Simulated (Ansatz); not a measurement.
Consider NiO in the rock salt structure (space group Fm-3m, No. 225; ferromagnetic).

```xyz
2
Lattice="0.0000 2.0943 2.0943 2.0943 0.0000 2.0943 2.0943 2.0943 0.0000" Properties=species:S:1:pos:R:3 pbc="T T T"
O      0.0000     0.0000     0.0000
Ni     2.0943     2.0943     2.0943
```

Cartesian axes are those of the cell as printed.

The values are results of DFT with r2SCAN, PAW potentials and a 500 eV plane-wave cutoff in Ansatz (an electronic-structure program), scalar-relativistic without spin-orbit coupling, not measurements.

Before the change:

The smallest direct gap is 1.71 eV.

It is then changed as follows: biaxial strain −2.43 %, plane normal [111], relaxed out of plane (Cartesian); in-plane vectors clamped, the third vector and the atoms free.

Task: How does this affect the in-plane stress and smallest direct gap?

Result: The mean in-plane stress (compression positive) comes out as +8.4 GPa; the smallest direct gap drops by 0.055 eV to 1.66 eV.

Stability against distortions was not tested. No Hubbard U is applied and the magnetic state is the run's own (NiO ferromagnetic); other magnetic orders, which need larger cells, were not tried and can change the gap. Where the two band edges lie in opposite spin channels, the gap is a spin-flip gap. In its common phase, real NiO is an antiferromagnetic insulator at low temperature.
